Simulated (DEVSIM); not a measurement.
System: double heterostructure, GaAs between p- and n-type In0.49Ga0.51P, at 350 K.

```
layer (left to right)       material  thickness (μm)  Nd (cm⁻³)  Na (cm⁻³)  τn (s)  τp (s)
---------------------  -------------  --------------  ---------  ---------  ------  ------
1                      In0.49Ga0.51P           0.540       2e17          -  5.7e-9  5.7e-9
2                               GaAs           0.130          -     1.1e15  5.7e-9  5.7e-9
3                      In0.49Ga0.51P           0.830          -     3.6e17  5.7e-9  5.7e-9
```

Left contact: ohmic. Right contact: ohmic. Voltage is applied to the left contact. Recombination: SRH at mid-gap, radiative. Mobility is constant in doping.

The device is made up for the run: typed textbook-type constants, with dimensions and the other settings drawn at random. Values at 300 K; Nc and Nv go as T^1.5, mobilities as T to minus their exponent, the gap by Varshni's rule with the affinity fixed.

```csv
parameter,In0.49Ga0.51P,GaAs
gap (eV),1.89,1.424
affinity (eV),4,4.07
permittivity,11.8,12.9
Nc (cm⁻³),9e17,4.7e17
Nv (cm⁻³),1.3e19,9e18
μn (cm²/Vs),1500,8500
μp (cm²/Vs),80,400
T exponent of μn,1.66,2.1
T exponent of μp,2,2.2
B (cm³/s),1e-10,2e-10
Varshni α (eV/K),0.0005,0.000541
Varshni β (K),250,204
```

Model (solved in DEVSIM): 1D drift-diffusion, Boltzmann statistics, complete ionisation; no tunnelling, impact ionisation, image-force lowering or self-heating. Band offsets follow the typed affinities; no thermionic-emission limit at abrupt steps, no polarisation charge.

### Question
Tabulate band edges, carrier densities and field at -1.05 V on the left contact.

### Answer
Energies count from the Fermi level of the right contact; mesh points crowd at the junctions.

```
x (μm)    Ec (eV)  Ev (eV)  n (cm⁻³)  p (cm⁻³)  field (V/cm)
--------  -------  -------  --------  --------  ------------
0.000       1.102   -0.767    2.0e17     < 1e2           ≈ 0
0.007907    1.102   -0.767    2.0e17   2000000           ≈ 0
0.02997     1.102   -0.767    2.0e17   7500000           ≈ 0
0.08632     1.102   -0.767    2.0e17     2.2e7           ≈ 0
0.3199      1.102   -0.767    2.0e17     8.1e7           ≈ 0
0.4589      1.102   -0.767    2.0e17     1.2e8            21
0.5133      1.107   -0.763    1.7e17     1.6e8          4800
0.5361      1.142   -0.727    5.3e16     5.2e8         33000
0.5424      1.095   -0.306    1.3e17    4.3e14         33000
0.5536      1.124   -0.277    5.0e16    1.1e15         21000
0.5830      1.167   -0.234    1.2e16    4.6e15         11000
0.6446      1.241   -0.160    1.1e15    5.3e16         20000
0.6633      1.302   -0.099    1.4e14    4.1e17         58000
0.6704      1.443   -0.427    2.5e12    1.1e13        180000
0.6851      1.643   -0.227     3.3e9    8.7e15         96000
0.7176      1.752   -0.118     8.6e7    3.3e17          3300
0.8091      1.755   -0.115     7.0e7    3.6e17           ≈ 0
1.044       1.755   -0.115     4.6e7    3.6e17           ≈ 0
1.380       1.755   -0.115     1.2e7    3.6e17           ≈ 0
1.457       1.755   -0.115   4300000    3.6e17           ≈ 0
1.487       1.755   -0.115   1300000    3.6e17           ≈ 0
1.500       1.755   -0.115     < 1e2    3.6e17           ≈ 0
```
